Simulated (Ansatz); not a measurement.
BN (R3m, No. 160, 2 atoms in the cell; start mp-714851; a measured phase of this formula has another space group) was calculated with r²SCAN+rVV10 (PAW; Ansatz, an electronic-structure program).

Numerical settings: plane-wave cutoff 560 eV, 16×16×12 k mesh (along the axes of the cell as run), Fermi–Dirac smearing 0.01 eV, scalar-relativistic PAW data made under PBE.

Cell (relaxed at this level):

```
CELL_PARAMETERS angstrom
      2.48790     0.00293     0.24758
     -1.23416     2.16021    -0.24772
     -0.32850    -1.25469     3.31441
ATOMIC_POSITIONS crystal
  B  0.00857 0.00896 0.00616
  N  0.67554 0.34289 0.00703
```

### Question
Estimate the band gap, smallest direct gap on the k points sampled and direct gap at Γ that the calculation returns.

### Answer

* **band gap**: 4.61 eV (indirect)
* **smallest direct gap on the k points sampled**: 5.32 eV
* **direct gap at Γ**: 6.98 eV

The computed numbers hold no vibrational or temperature effects.

Computing time: very roughly 60 core-seconds.

A start named mp-… is a Materials Project structure, which need not be a measured phase.
